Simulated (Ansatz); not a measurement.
## Cu3N: response to strain and stress

The parent structure is Cu$_{3}$N (space group Pm-3m, No. 221; a = 3.7648 Å). Axes: x, y, z lie along the cube axes.

Strains are applied to the cell and any free atomic positions relax; under biaxial strain the out-of-plane vector relaxes too; under stress the whole cell relaxes.

All numbers come from PBEsol/PAW in Ansatz (a quantum-chemistry and plane-wave program), no spin-orbit coupling, earlier PAW set.

Candidates:
(a) uniaxial stress, 8 GPa tension along z
(b) isotropic strain −2.54 %
(c) biaxial strain −1.22 %, plane normal [110], relaxed out of plane

Notes on the quantities. energy relative to the base: free energy F.

Q: Order them by energy relative to the base, highest first.

A: (b) isotropic strain −2.54 % (+35 meV/atom), (a) uniaxial stress, 8 GPa tension along z (+13 meV/atom), (c) biaxial strain −1.22 %, plane normal [110], relaxed out of plane (+2.3 meV/atom)

Beyond what the load breaks, stability against distortions was not tested. All final runs are without spin polarisation.
